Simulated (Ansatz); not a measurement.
Base system: Al$_{2}$Cu (space group I4/mcm, No. 140; a = 6.059 Å, c = 4.874 Å).

(Cell as relaxed with PBE.)

Levels (all Ansatz, a program for electronic structure, PAW, earlier PAW set): PBE (420 eV, no SOC); PBEsol (420 eV, no SOC).

Each level relaxes its own structure.

| quantity | PBE | PBEsol |
|---|---|---|
| volume per atom | 14.91 Å³ | 14.45 Å³ |
| lattice parameter a | 6.059 Å | 6.002 Å |
| lattice parameter c | 4.874 Å | 4.814 Å |
| band gap | zero | zero |

PBE's volume per atom lies 0.46 Å³ above PBEsol's (3.2 %); PBE's lattice parameter a lies 0.057 Å above PBEsol's (1.0 %); PBE's lattice parameter c lies 0.0595 Å above PBEsol's (1.2 %); the two agree on the band gap. Neither level is exact; PBEsol is the comparison here, not a measurement.

No phonon test of stability was made. All final runs are without spin polarisation.
